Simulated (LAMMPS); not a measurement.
MD of C (diamond structure) at zero pressure, 1000 atoms, as a crystal; each row is its own run.

All values are model results, not measurements: classical MD, pair style tersoff, file SiC_1994.tersoff (LAMMPS).

```csv
T (K),volume (Å³/atom)
200,5.6395
300,5.6484
2400,5.8426
3000,5.8951
3600,5.9400
4200,5.9791
4800,6.0127
```

Task: Fit a straight line, y = a + b x, to these rows (x is the first column, y the second) and predict the run at x = 1800.

Result: Least squares gives a = 5.6300 and b = 8.365e-5. At x = 1800 the fit predicts 5.7806 Å³/atom. The run itself gave 5.7871 ± 0.0003 Å³/atom, so the fit is 0.11 % low.

Caution: in nature this polymorph isn't the stable one over the whole range of temperature at this pressure, and short runs keep a crystal in its starting form.

Caution (rows 200; 300): nuclei are classical, which matters for such light atoms.

Caution (rows 1800; 2400; 3000; 3600; 4200; 4800): a run this short can hold a crystal over, or a liquid under, the potential's own melting point, which these runs don't give.
